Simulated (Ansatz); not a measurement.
Cell and atoms of amorphous In₉Ga₉Zn₉O₃₆H₂:

```xyz
65
Lattice="9.3030 0.0000 0.0000 0.0000 9.3030 0.0000 0.0000 0.0000 9.3030" Properties=species:S:1:pos:R:3 pbc="T T T"
In     6.0115     7.7561     1.2952
In     7.9390     0.9292     6.3854
In     9.2444     0.6395     0.2757
In     1.6887     3.4821     1.3547
In     7.9204     5.0034     6.1831
In     4.7988     5.2017     8.6990
In     8.4369     7.4587     8.0155
In     4.8834     8.7093     7.5500
In     4.6389     4.4723     2.4741
Ga     2.9498     2.2242     3.9929
Ga     0.5809     3.2278     5.1027
Ga     1.7633     0.2336     6.1321
Ga     4.7015     5.6802     5.4485
Ga     1.8997     6.1469     6.8056
Ga     8.7788     7.7910     4.4488
Ga     6.1899     2.8289     4.4015
Ga     8.1796     2.9006     2.3162
Ga     3.6749     0.4057     1.5215
Zn     5.9980     8.7250     4.2808
Zn     1.7694     5.6112     3.8756
Zn     7.6543     4.4512     0.1675
Zn     5.9333     2.0752     0.2750
Zn     3.2305     2.5391     7.4875
Zn     1.1378     9.3024     2.9450
Zn     3.4744     7.9128     4.2994
Zn     8.6239     6.4949     1.9850
Zn     2.4341     6.9995     0.4585
O      1.0373     6.3487     8.4330
O      3.2426     0.5896     7.2843
O      2.0215     8.8490     1.1217
O      0.7605     7.1531     3.2022
O      0.3353     0.1407     7.5797
O      0.0255     0.2366     4.8602
O      0.3621     1.6723     2.0573
O      4.3587     3.3082     4.3432
O      3.0820     5.0927     1.0659
O      6.0642     5.5408     1.2720
O      7.2928     7.6273     3.2894
O      2.6286     0.3922     4.1719
O      8.9902     4.5708     1.6396
O      3.3251     2.1779     2.0068
O      1.6617     3.6532     3.5259
O      6.2777     2.8655     2.4662
O      4.8399     3.1610     8.4070
O      6.2252     4.6668     5.1267
O      1.4859     3.2138     8.5327
O      7.1208     5.5867     8.0468
O      4.3494     7.2243     9.0062
O      2.0466     7.6536     5.7704
O      6.2236     1.1431     5.1921
O      1.9709     2.2425     5.8086
O      3.7220     5.9420     3.8522
O      8.1768     8.0134     0.7460
O      7.8425     2.4257     0.3042
O      6.9319     9.0270     7.7416
O      0.7733     5.0514     5.6695
O      5.0369     7.5672     5.6777
O      8.2260     3.0918     4.2344
O      8.1998     7.0565     5.9865
O      5.1441     0.3440     0.3720
O      8.6409     2.9536     6.8082
O      3.5493     5.2167     6.8628
O      4.6477     8.5780     2.7408
H      1.3836     4.1749     8.3445
H      9.2778     2.9395     7.5802
```

Level of theory: PBE, scalar-relativistic without spin-orbit coupling (plane waves to 420 eV, PAW; Ansatz, a quantum-chemistry and plane-wave program). The usual formal charges leave 2 electrons over, so the level spacing at the Fermi energy parts defect or band states and needn't be the band gap.

The cell was made by melting and quenching with the CHGNet potential and then relaxed with DFT. O atoms were pushed apart under 1.9 Å during the dynamics, to hinder bonds among them. The hot cell started wider than the set density and was brought back towards it in steps. It is the lowest in DFT energy of 2 quenches. It is a model cell: composition and starting density were chosen by hand, and all elements were melted together. No dispersion term was used. Its density started from a set value of 5.83 and ended at 5.83 g/cm³. The simulated quench (nominally 530 K/ps over its main leg) is rapid and tends to freeze in more defects than a deposited or slowly cooled glass has. A cell of this size samples the disorder only roughly. The volume was held where the preparation left it, at a PBE pressure of 4.3 GPa. Stress components on the final sampling reach 6.0 GPa. On a 2×2×2 Γ-centred mesh force components of up to 0.19 eV/Å stay, since the relaxation ran on the zone centre alone.

Bonds are counted up to In-In 3.12 Å, In-Ga 2.90 Å, In-Zn 2.90 Å, In-O 2.86 Å, In-H 2.08 Å, Ga-Ga 2.68 Å, Ga-Zn 2.68 Å, Ga-O 2.32 Å, Ga-H 1.84 Å, Zn-Zn 2.68 Å, Zn-O 2.50 Å, Zn-H 1.84 Å, O-O 1.58 Å, O-H 1.16 Å, H-H 0.90 Å. Two cations that share two anions don't count as bonded, nor two that share one unless they lie closer than In-In 3.04 Å, In-Ga 2.82 Å, In-Zn 2.82 Å, Ga-Ga 2.61 Å, Ga-Zn 2.61 Å, Zn-Zn 2.61 Å.

**Question.** Give the coordination numbers, mean bond lengths and angles.

**Answer.** 
The mean coordination of In by anions comes out as 5.67 (3 with 5, 6 with 6) and the mean coordination of Ga by anions is 4.67 (4 with 4, 4 with 5, 1 with 6). The mean coordination of Zn by anions comes out as 4.22 (7 with 4, 2 with 5) and the mean coordination of O is 3.69 (11 with 3, 25 with 4). The mean coordination of H comes out as 1.00 (2 with 1). The mean In-O bond is 2.230 Å (spread 0.144 Å, 51 counted), the mean Ga-O bond is 1.938 Å (spread 0.088 Å, 42 counted) and the mean Zn-O bond is 2.045 Å (spread 0.098 Å, 38 counted). The mean O-H bond is 0.993 Å (spread 0.008 Å, 2 counted) and the bond angle at In is mean 104.3°, spread 28.8°. The bond angle at Ga is mean 106.9°, spread 23.3° and the bond angle at Zn is mean 108.3°, spread 22.3°. The bond angle at O is mean 110.0°, spread 18.9°.

**Question.** List the pairs of like atoms that count as bonded by the rules above.

**Answer.** There are none by these rules.
